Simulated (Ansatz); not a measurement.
Functionals compared on the (221) surface of alpha gallium in its 1x1 cell, outermost plane spacing 0.23 Å in the ideal cut (one of several cuts of this face), in Ansatz (plane waves, PAW). The structure was relaxed with PBE; the other rows are single points on it, each with its references at the same level. Cutoff 420 eV (500 eV for r2SCAN).

Model: 24-atom slab, 10.5 Å thick at the start (thin: gaps and levels are the slab's own), 9x4x1 mesh, Fermi-Dirac 0.1 eV, dipole correction, all atoms relaxed; symmetry of the start imposed; no spin, no spin-orbit, no U. These notes are the PBE run's.

```csv
functional,surface energy (J/m²),work function of the top face (eV),rough cost of the single point
PBE,0.56,4.06,–
LDA,0.81,4.32,around 8 core-minutes (rough)
PBEsol,0.73,4.14,roughly 8 core-minutes
RPBE,0.44,3.95,very roughly 8 core-minutes
r2SCAN,0.75,4.20,around 15 core-minutes (rough)
```

Ansatz is a program for electronic structure.
